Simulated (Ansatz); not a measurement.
Reference: Si (Fd-3m), r2SCAN with spin-orbit coupling, rigid bands (plane waves, PAW; Ansatz, a program for electronic structure); axes and stresses refer to this cell.

```yaml
crystal:
  lattice:
    - [0.00000, 2.71683, 2.71683]
    - [2.71683, 0.00000, 2.71683]
    - [2.71683, 2.71683, 0.00000]
  atoms:
    - { symbol: Si, position: [0.00000, 0.00000, 0.00000] }
    - { symbol: Si, position: [0.25000, 0.25000, 0.25000] }
```

- Seebeck coefficient, p-type 1e19 cm⁻³ = 311 μV/K
- electron conductivity mass = 0.28 mₑ
- band gap = 0.75 eV

Q: Change: biaxial stress in (001) of 5.4 GPa (compression positive). What happens to Seebeck coefficient, p-type 1e19 cm⁻³, electron conductivity mass, band gap?

A: Seebeck coefficient, p-type 1e19 cm⁻³ drops to 258 μV/K; electron conductivity mass moves little, to 0.28 mₑ; band gap decreases to 0.37 eV.

Q: Change: biaxial stress in (110) of 3.6 GPa (compression positive). What happens to Seebeck coefficient, p-type 1e19 cm⁻³, electron conductivity mass, band gap?

A: Seebeck coefficient, p-type 1e19 cm⁻³ drops to 259 μV/K; electron conductivity mass rises to 0.31 mₑ; band gap decreases to 0.42 eV.

Q: Change: uniaxial stress along [001] of 1.8 GPa (compression positive). What happens to Seebeck coefficient, p-type 1e19 cm⁻³, electron conductivity mass, band gap?

A: Seebeck coefficient, p-type 1e19 cm⁻³ drops to 228 μV/K; electron conductivity mass moves little, to 0.28 mₑ; band gap falls to 0.52 eV.

Q: Change: uniaxial stress along [111] of -9 GPa (compression positive). What happens to Seebeck coefficient, p-type 1e19 cm⁻³, electron conductivity mass, band gap?

A: Seebeck coefficient, p-type 1e19 cm⁻³ shrinks to 263 μV/K; electron conductivity mass goes up to 0.31 mₑ; band gap drops to 0.46 eV.

Masses are for dilute carriers at 300 K, harmonic means over directions unless an axis is named. Seebeck coefficients are for the stated density at 300 K, with one relaxation time for all states and whether or not that doping can be reached. Stresses and pressures are the targets of the relaxation.  The structure type is held under load, also where the real crystal would transform.
